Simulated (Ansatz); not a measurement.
# A computed series for Al: response to strain

Consider Al in the fcc (Cu type) structure (space group Fm-3m, No. 225; a = 4.015 Å; relaxed with 0.1 eV smearing).

Strains are applied to the cell and any free atomic positions relax.

Level of theory: PBEsol in Ansatz (plane waves to 420 eV, PAW, no SOC).

| variant | pressure | volume per atom |
|---|---|---|
| base | 0.0 GPa | 16.19 Å³ |
| isotropic strain −3.00 % | 9.2 GPa | 14.77 Å³ |
| isotropic strain −2.50 % | 7.4 GPa | 15.00 Å³ |
| isotropic strain −2.00 % | 5.7 GPa | 15.23 Å³ |
| isotropic strain −1.50 % | 4.1 GPa | 15.47 Å³ |
| isotropic strain −1.00 % | ? | 15.71 Å³ |
| isotropic strain +1.00 % | -2.3 GPa | 16.68 Å³ |
| isotropic strain +2.00 % | ? | 17.18 Å³ |
| isotropic strain +2.50 % | ? | 17.43 Å³ |
| isotropic strain +3.00 % | ? | 17.69 Å³ |

Problem. Complete the table.

Solution. 
- isotropic strain −1.00 %, pressure: 2.6 GPa
- isotropic strain +2.00 %, pressure: -4.3 GPa
- isotropic strain +2.50 %, pressure: -5.1 GPa
- isotropic strain +3.00 %, pressure: -5.9 GPa

Stability against distortions was not tested.

Ansatz is a quantum-chemistry and plane-wave program.
